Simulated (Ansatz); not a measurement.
The starting structures come from a database of crystals and need not be the phases stable at ambient conditions.

**Evanescent states of GeSe₂ (I-42d, not sure to be the ambient phase, 6 atoms a cell, 28.1 Å³ an atom) along the normal of (001)**

Level of theory: PBEsol (plane waves, PAW; Ansatz, an electronic-structure program).

The gap is the functional's own. No spin-orbit coupling. Mid-gap values are interpolated on the energy grid.

Energies count from the valence-band top; κ is the least over a 6×6 mesh across the current.

```csv
E (eV),κ (1/Å),where
0.04,0.051,Γ
0.14,0.085,Γ
0.23,0.107,Γ
0.32,0.123,Γ
0.41,0.135,Γ
0.49,0.144,Γ
0.58,0.151,Γ
0.68,0.156,Γ
0.77,0.159,Γ
0.85,0.161,Γ
0.94,0.161,Γ
1.03,0.160,Γ
1.12,0.157,Γ
1.22,0.152,Γ
1.30,0.144,Γ
1.40,0.134,Γ
1.49,0.108,Γ
1.57,0.035,Γ
```

Problem. How thick must the barrier be to attenuate the transmission by 10^4 when the electrodes' Fermi level lies at 0.23 eV, and what attenuation does that film give at 0.85 eV?

Solution. d = 4 ln 10 / (2 × 0.107) = 43.0 Å. At 0.85 eV it gives 4 × 0.161/0.107 = 6.0 decades.
